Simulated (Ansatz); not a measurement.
Consider KZnF3 in the cubic perovskite structure (space group Pm-3m, No. 221).

```xyz
5
Lattice="4.0523 0.0000 0.0000 0.0000 4.0523 0.0000 0.0000 0.0000 4.0523" Properties=species:S:1:pos:R:3 pbc="T T T"
K      0.0000     0.0000     0.0000
Zn     2.0261     2.0261     2.0261
F      2.0261     0.0000     2.0261
F      0.0000     2.0261     2.0261
F      2.0261     2.0261     0.0000
```

The values are results of Ansatz (an electronic-structure program) PBEsol, no SOC, not measurements.

For the base:

| Item | Result |
|---|---|
| Gap character | indirect, R → Γ |
| Smallest direct gap | 5.52 eV |
| Electron mass | 0.44 mₑ (at Γ) |

Now apply this change: cell and atoms relaxed at a pressure of 0.3 GPa.

**Question.** How does this affect the gap character?

**Answer.** The gap character stays indirect, R → Γ.

**Question.** Predict the new smallest direct gap.

**Answer.** The smallest direct gap goes up by 0.03 eV, from 5.52 eV to 5.55 eV.

**Question.** Estimate the effect on the electron mass.

**Answer.** The electron mass stays 0.44 mₑ (at Γ).

Load acts through the strain it causes; cell and atoms are relaxed under it. Masses are band curvatures over ±0.01 Å⁻¹ around the edge. No phonon test of stability was made. Many cubic perovskites are stable only at high temperature; tilts and polar distortions were not tested.
